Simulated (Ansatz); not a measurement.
## fluorite-type NiSi2 (0 0 1) on diamond (0 0 1) (film strained to the substrate, faces as cut)

A periodic stack without vacuum, fluorite-type NiSi2 (0 0 1) on diamond (0 0 1) (film strained to the substrate, faces as cut): substrate slab C80, film Ni8Si16, surface cells [[-3, -1], [-1, -2]] and [[0, -1], [2, 1]], film strained by +3.7 and +3.7 %, faces C/C and Si/Ni as cut (like faces can put a slab off its formula).

The start was prepared with a machine-learned potential, and the result is one local minimum, with the in-plane cell held and forces under 0.04 eV/Å; the film can end far from its bulk form.

Method: PBE (plane waves to 420 eV, PAW; Ansatz, a program for electronic structure). No spin–orbit coupling; the runs are not spin-polarised; PBE gaps are too small against experiment. Its k-point mesh 5×5×1, Fermi–Dirac width 0.05 eV.

The interface area is 31.9 Å² and the period is 25.31 Å. The gaps between the outermost planes at the two interfaces comes out as 1.28 and 1.57 Å. The C–Si contacts across the interfaces within 1.22 times the sum of covalent radii comes out as 8, mean 1.92 Å. The C–Ni contacts across the interfaces within 1.22 times the sum of covalent radii is 4, mean 2.02 Å. The estimate of the barrier comes out as withheld, since the two interfaces are unlike and the slope of the mean potential energy in the substrate is +3.1 MV/cm × e.

```yaml
crystal:
  lattice:
    - [5.64569, -0.00001, 0.12726]
    - [0.00029, 5.64712, -0.01141]
    - [-0.17377, -1.55417, 25.31330]
  atoms:
    - { symbol: C, position: [0.86337, 0.60732, 0.05664] }
    - { symbol: C, position: [0.48348, 0.82221, 0.06054] }
    - { symbol: C, position: [0.67525, 0.21319, 0.06086] }
    - { symbol: C, position: [0.26565, 0.40116, 0.05995] }
    - { symbol: C, position: [0.08284, 0.02647, 0.05905] }
    - { symbol: C, position: [0.66374, 0.70163, 0.02551] }
    - { symbol: C, position: [0.32536, 0.98981, 0.03007] }
    - { symbol: C, position: [0.43772, 0.22291, 0.03450] }
    - { symbol: C, position: [0.03203, 0.42255, 0.02956] }
    - { symbol: C, position: [0.91390, 0.18298, 0.03005] }
    - { symbol: C, position: [0.96452, 0.33552, 0.13228] }
    - { symbol: C, position: [0.56307, 0.53606, 0.13110] }
    - { symbol: C, position: [0.77608, 0.93172, 0.13134] }
    - { symbol: C, position: [0.37248, 0.13319, 0.13288] }
    - { symbol: C, position: [0.16718, 0.73289, 0.12918] }
    - { symbol: C, position: [0.75756, 0.42743, 0.09664] }
    - { symbol: C, position: [0.36594, 0.62232, 0.09353] }
    - { symbol: C, position: [0.58540, 0.02140, 0.09828] }
    - { symbol: C, position: [0.17058, 0.22341, 0.09990] }
    - { symbol: C, position: [0.97495, 0.82356, 0.09213] }
    - { symbol: C, position: [0.86335, 0.65400, 0.20189] }
    - { symbol: C, position: [0.46399, 0.85326, 0.20183] }
    - { symbol: C, position: [0.66385, 0.25395, 0.20225] }
    - { symbol: C, position: [0.26290, 0.45487, 0.20196] }
    - { symbol: C, position: [0.06465, 0.05352, 0.20205] }
    - { symbol: C, position: [0.66678, 0.74359, 0.16648] }
    - { symbol: C, position: [0.26691, 0.94192, 0.16644] }
    - { symbol: C, position: [0.46573, 0.34503, 0.16726] }
    - { symbol: C, position: [0.06428, 0.54547, 0.16628] }
    - { symbol: C, position: [0.86732, 0.14336, 0.16718] }
    - { symbol: C, position: [0.95896, 0.37387, 0.27261] }
    - { symbol: C, position: [0.55893, 0.57381, 0.27254] }
    - { symbol: C, position: [0.75865, 0.97397, 0.27255] }
    - { symbol: C, position: [0.35864, 0.17421, 0.27260] }
    - { symbol: C, position: [0.15883, 0.77403, 0.27253] }
    - { symbol: C, position: [0.76194, 0.46368, 0.23735] }
    - { symbol: C, position: [0.36146, 0.66393, 0.23723] }
    - { symbol: C, position: [0.56057, 0.06402, 0.23731] }
    - { symbol: C, position: [0.16139, 0.26410, 0.23730] }
    - { symbol: C, position: [0.96101, 0.86398, 0.23725] }
    - { symbol: C, position: [0.85422, 0.69415, 0.34313] }
    - { symbol: C, position: [0.45385, 0.89388, 0.34303] }
    - { symbol: C, position: [0.65384, 0.29416, 0.34307] }
    - { symbol: C, position: [0.25367, 0.49397, 0.34318] }
    - { symbol: C, position: [0.05373, 0.09407, 0.34325] }
    - { symbol: C, position: [0.65639, 0.78389, 0.30781] }
    - { symbol: C, position: [0.25608, 0.98406, 0.30786] }
    - { symbol: C, position: [0.45636, 0.38406, 0.30786] }
    - { symbol: C, position: [0.05655, 0.58397, 0.30785] }
    - { symbol: C, position: [0.85629, 0.18402, 0.30788] }
    - { symbol: C, position: [0.94869, 0.41394, 0.41388] }
    - { symbol: C, position: [0.54919, 0.61394, 0.41327] }
    - { symbol: C, position: [0.74707, 0.01514, 0.41372] }
    - { symbol: C, position: [0.35065, 0.21302, 0.41378] }
    - { symbol: C, position: [0.14898, 0.81458, 0.41382] }
    - { symbol: C, position: [0.75181, 0.50416, 0.37830] }
    - { symbol: C, position: [0.35115, 0.70394, 0.37832] }
    - { symbol: C, position: [0.55132, 0.10397, 0.37826] }
    - { symbol: C, position: [0.15163, 0.30367, 0.37863] }
    - { symbol: C, position: [0.95105, 0.90456, 0.37857] }
    - { symbol: C, position: [0.83711, 0.73887, 0.48289] }
    - { symbol: C, position: [0.44222, 0.93227, 0.48541] }
    - { symbol: C, position: [0.64546, 0.33594, 0.48550] }
    - { symbol: C, position: [0.25147, 0.52946, 0.48277] }
    - { symbol: C, position: [0.04355, 0.13467, 0.48464] }
    - { symbol: C, position: [0.64276, 0.82481, 0.44854] }
    - { symbol: C, position: [0.24687, 0.02468, 0.44963] }
    - { symbol: C, position: [0.45049, 0.42322, 0.44855] }
    - { symbol: C, position: [0.04665, 0.62440, 0.44874] }
    - { symbol: C, position: [0.84540, 0.22344, 0.44959] }
    - { symbol: C, position: [0.97323, 0.51937, 0.55142] }
    - { symbol: C, position: [0.54022, 0.65605, 0.55627] }
    - { symbol: C, position: [0.75065, 0.07176, 0.55521] }
    - { symbol: C, position: [0.32221, 0.23618, 0.55460] }
    - { symbol: C, position: [0.10767, 0.78745, 0.55206] }
    - { symbol: C, position: [0.74438, 0.55382, 0.52012] }
    - { symbol: C, position: [0.33991, 0.73434, 0.52030] }
    - { symbol: C, position: [0.54018, 0.14318, 0.52169] }
    - { symbol: C, position: [0.14485, 0.34811, 0.51885] }
    - { symbol: C, position: [0.93793, 0.94140, 0.51940] }
    - { symbol: Ni, position: [0.02251, 0.22064, 0.76192] }
    - { symbol: Ni, position: [0.51221, 0.71446, 0.76129] }
    - { symbol: Ni, position: [0.48972, 0.16056, 0.66646] }
    - { symbol: Ni, position: [0.96647, 0.68593, 0.65979] }
    - { symbol: Ni, position: [0.98941, 0.27470, 0.95796] }
    - { symbol: Ni, position: [0.50787, 0.77194, 0.96355] }
    - { symbol: Ni, position: [0.50570, 0.24865, 0.86505] }
    - { symbol: Ni, position: [0.00105, 0.74633, 0.85916] }
    - { symbol: Si, position: [0.25649, 0.47059, 0.70458] }
    - { symbol: Si, position: [0.76159, 0.95900, 0.71182] }
    - { symbol: Si, position: [0.75721, 0.42930, 0.71080] }
    - { symbol: Si, position: [0.23472, 0.92859, 0.71076] }
    - { symbol: Si, position: [0.86719, 0.31921, 0.60670] }
    - { symbol: Si, position: [0.18996, 0.03025, 0.60699] }
    - { symbol: Si, position: [0.43492, 0.44508, 0.60736] }
    - { symbol: Si, position: [0.65915, 0.87613, 0.60896] }
    - { symbol: Si, position: [0.24156, 0.51846, 0.91614] }
    - { symbol: Si, position: [0.75768, 0.00263, 0.91534] }
    - { symbol: Si, position: [0.75586, 0.52070, 0.91446] }
    - { symbol: Si, position: [0.24434, 0.00021, 0.91489] }
    - { symbol: Si, position: [0.75803, 0.47720, 0.81195] }
    - { symbol: Si, position: [0.26155, 0.98391, 0.81284] }
    - { symbol: Si, position: [0.26145, 0.48169, 0.81319] }
    - { symbol: Si, position: [0.75352, 0.98723, 0.81281] }
```
